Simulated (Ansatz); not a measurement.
Results of B3LYP (VWN-RPA form) (Ansatz, an electronic-structure program, plane waves, PAW) for rock-salt NaH.

Run with plane-wave cutoff 460 eV, 10×10×10 k mesh, Fermi–Dirac smearing 0.01 eV, scalar-relativistic PAW data made under PBE.

Results at a series of volumes:

| V (Å³/atom) | E − E_lowest (meV/atom) | P (GPa) |
|---|---|---|
| 13.210 | 2.77 | 1.349 |
| 13.558 | 0.64 | 0.636 |
| 13.823 | 0.00 | 0.148 |
| 14.253 | 0.57 | -0.556 |
| 14.601 | 2.33 | -1.054 |

Problem. Estimate the bulk modulus from the pressures at 13.823 and 14.253 Å³/atom, and compare it with a fit to all energies.

Solution. B = −V dP/dV. Between V = 13.823 and 14.253 Å³/atom, dP/dV = (-0.556 − (0.148))/(14.253 − 13.823) = -1.64 GPa per Å³/atom; at the midpoint 14.038 Å³/atom this gives B ≈ 23.0 GPa. The third-order Birch–Murnaghan fit gives V0 = 13.908 Å³/atom, B0 = 23.7 GPa, B′ = 3.7, which lies 3 % above that estimate.

Measured, for comparison: bulk modulus 19.4 ± 2 GPa (room temperature, not corrected to a static lattice; as tabulated in High-pressure studies of NaH to 54 GPa); equilibrium volume per atom 14.46 Å³/atom (room temperature, not corrected to a static lattice; as tabulated in Thermodynamic Modeling of Hydrogen Storage Capacity in Mg-Na Alloys). Computed (rounded) less measured: bulk modulus +22 % (against room or unstated temperature, where such soft solids are markedly softer), equilibrium volume per atom -3.8 %.
